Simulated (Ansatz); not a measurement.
L1₂ (Cu3Au-type) Ni3Si was calculated with revPBE (Ansatz, a first-principles code, plane waves, PAW).

Run with plane-wave cutoff 520 eV, 16×16×16 k mesh, Fermi–Dirac smearing 0.05 eV, no spin polarisation, scalar-relativistic PAW data made under PBE.

Pressure at four volumes; x = ln(V/10.959 Å³). One pressure is withheld.

```csv
V (Å³/atom),x,P (GPa)
10.302,-0.0618,14.49
10.959,0.0000,-0.01
11.398,0.0393,-7.23
11.617,0.0583,?
```

Problem. Pass a parabola P(x) through the three rows shown, estimate the bulk modulus and its pressure derivative near zero pressure, and predict the withheld pressure.

Solution. Slopes between the rows: (-0.01 − (14.49))/(0.0000 − (-0.0618)) = -234.63 and (-7.23 − (-0.01))/(0.0393 − (0.0000)) = -183.72 GPa. Their difference over the span 0.1011 is c = 50.91/0.1011 = 503.6 GPa, so P(x) = 14.49 + (-234.63)(x − (-0.0618)) + 503.6 (x − (-0.0618))(x − (0.0000)). At the middle row B = −dP/dx = −[-234.63 + 503.6 × 0.0618] = 203.5 GPa, and B′ = dB/dP = 2c/B = 4.9. At x = 0.0583 the parabola gives -10.16 GPa; the run gives -10.26 GPa. The Birch–Murnaghan fit to the energies at all volumes has B0 = 202 GPa and B′ = 4.8.
